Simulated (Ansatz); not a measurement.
Density of states of Zn (P6_3/mmc, 2 atoms in the cell).

```
CELL_PARAMETERS angstrom
      2.62613     0.00000     0.00000
     -1.31306     2.27429     0.00000
      0.00000     0.00000     4.89509
ATOMIC_POSITIONS crystal
  Zn 0.33333 0.66667 0.25000
  Zn 0.66667 0.33333 0.75000
```

Method: PBEsol, PAW files made with PBE (plane waves; Ansatz, an electronic-structure program).

SCF settings: basis.ecutwfc = 420 eV; kpoints.mp_grid.grid = 12 12 6; hamiltonian.xc = pbesol; hamiltonian.pseudopotentials = {kind: paw} (an earlier, softer set of the program's PAW files); scf.occupations.method = fermi_dirac; scf.occupations.width = 0.1 eV. Keys of the DOS step: output.dos.nscf_kmesh.grid = 12 12 6.

The starting cell comes from a database of computed structures (which also holds hypothetical and non-ambient phases and stackings), without a prior relaxation at this level. Its lattice was rescaled by a random factor within 2.5 % of one.

Total DOS (both spins), as means of the tabulated values in each energy bin; the zero is the program's Fermi level or highest filled level, and the curve is cut to this window:

```tsv
E (eV)	states/eV/cell
-7.88	11.0
-7.62	14.8
-7.38	16.1
-7.12	12.2
-6.88	0.77
-6.62	0.49
-6.38	0.45
-6.12	0.45
-5.88	0.45
-5.62	0.44
-5.38	0.44
-5.12	0.45
-4.88	0.46
-4.62	0.47
-4.38	0.48
-4.12	0.49
-3.88	0.50
-3.62	0.54
-3.38	0.57
-3.12	0.56
-2.88	0.55
-2.62	0.55
-2.38	0.56
-2.12	0.63
-1.88	0.59
-1.62	0.60
-1.38	0.70
-1.12	0.59
-0.88	0.49
-0.62	0.44
-0.38	0.39
-0.12	0.36
0.12	0.53
0.38	0.31
0.62	0.36
0.88	0.45
```

Around zero the curve holds about 0.4 states/eV/cell.

Keys are those of Ansatz 0.2.
